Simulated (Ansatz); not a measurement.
Base system: Pt in the fcc (Cu type) structure (space group Fm-3m, No. 225; a = 3.9418 Å; relaxed with 0.1 eV smearing). Axes: x, y, z lie along the cube axes.

Method: r2SCAN (Ansatz, a program for electronic structure; PAW; 500 eV plane waves; no spin-orbit coupling).

For the base:

- Pressure: 0.0 GPa
- Volume per atom: 15.31 Å³

It is then changed as follows: biaxial strain −0.42 %, plane normal [111], relaxed out of plane (Cartesian); in-plane vectors clamped, the third vector and the atoms free.

Problem. What does the calculation give for the pressure, energy relative to the base and volume per atom after the change?

Solution. The pressure (mean of the normal stresses, compression positive) goes from zero to 0.9 GPa; the energy rises by 0.5 meV/atom; the volume per atom decreases by 0.05 Å³ to 15.26 Å³.

No phonon test of stability was made. The final runs are not spin-polarised.
